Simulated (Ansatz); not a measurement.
**Quick settings and what they miss: BaIn (Cmcm, 8 atoms in the cell)**

Self-consistent single point.

```
CELL_PARAMETERS angstrom
      4.16835    -6.40830     0.00000
      4.16835     6.40830     0.00000
      0.00000     0.00000     5.61741
ATOMIC_POSITIONS crystal
  Ba 0.67742 0.32258 0.75000
  Ba 0.32258 0.67742 0.25000
  Ba 0.12489 0.87511 0.75000
  Ba 0.87511 0.12489 0.25000
  In 0.37850 0.22538 0.25000
  In 0.62150 0.77462 0.75000
  In 0.22538 0.37850 0.75000
  In 0.77462 0.62150 0.25000
```

Method: PBEsol, default PAW files made with PBE (plane waves; Ansatz, a first-principles code).

Base settings: basis.ecutwfc = 420 eV; kpoints.mp_grid.grid = 4 4 5; hamiltonian.xc = pbesol; hamiltonian.pseudopotentials = {kind: paw} (the program's default PAW files); scf.occupations.method = fermi_dirac; scf.occupations.width = 0.1 eV.

Tight run (finer mesh or higher cutoff; not a proven limit): basis.ecutwfc: 420 eV → 590 eV; kpoints.mp_grid.grid: 4 4 5 → 6 6 7; scf.convergence.dr2_threshold: default (1e-07 eV) → 1e-09 eV. It gave Fermi level (on the code's own zero) 8.45 eV; pressure -1.96 GPa; largest force (vector length) 0.105 eV/Å.

Quick runs, as changes from the base:
- A: the base itself
- B: basis.ecutwfc: 420 eV → 210 eV; kpoints.mp_grid.grid: 4 4 5 → 2 2 2
- C: kpoints.mp_grid.grid: 4 4 5 → 4 4 4; hamiltonian.xc: pbesol → lda; kpoints.mp_grid.shift: default → 0.5 0.5 0.5; scf.convergence.dr2_threshold: default (1e-07 eV) → 0.0001 eV [LDA (PW92)]
- D: basis.ecutwfc: 420 eV → 335 eV; kpoints.mp_grid.grid: 4 4 5 → 6 6 6; scf.convergence.dr2_threshold: default (1e-07 eV) → 0.0001 eV
- E: basis.ecutwfc: 420 eV → 295 eV; kpoints.mp_grid.grid: 4 4 5 → 4 4 4

Energies are extrapolated to zero smearing width, which holds to low order in the width alone.

Dashes: energy of C, another energy zero.

† marks runs with another functional, U, potentials or spin treatment: their distance from the tight run is not a convergence error alone.

The count of work is k-points × plane waves × bands × iterations; it is no time. 

Pressures in the table are Ansatz's without its Pulay estimate, at a fixed set of plane waves; the tight run's value above holds the estimate.

The starting cell comes from a database of computed structures (which also holds hypothetical and non-ambient phases and stackings), without a prior relaxation at this level. Its lattice was rescaled by a random factor within 2.5 % of one.

| run | energy less tight (meV/atom) | pressure less tight (GPa) | largest miss in a force vector (eV/Å) | count of work / tight |
|---|---|---|---|---|
| A | -1.6 | 0.00 | 0.008 | 0.19 |
| B | 2845.7 | -69.09 | 0.108 | 0.022 |
| C† | – | -1.17 | 0.063 | 0.093 |
| D | 4.4 | -0.28 | 0.005 | 0.29 |
| E | 52.3 | -2.53 | 0.026 | 0.11 |

Among the runs at the tight run's level, the energy misses run from 1.6 to 2845.7 meV/atom.

Left out of this page: 1 run of the series outside the window shown, repeating another row's setting, or not comparable.

Keys are those of Ansatz 0.2.
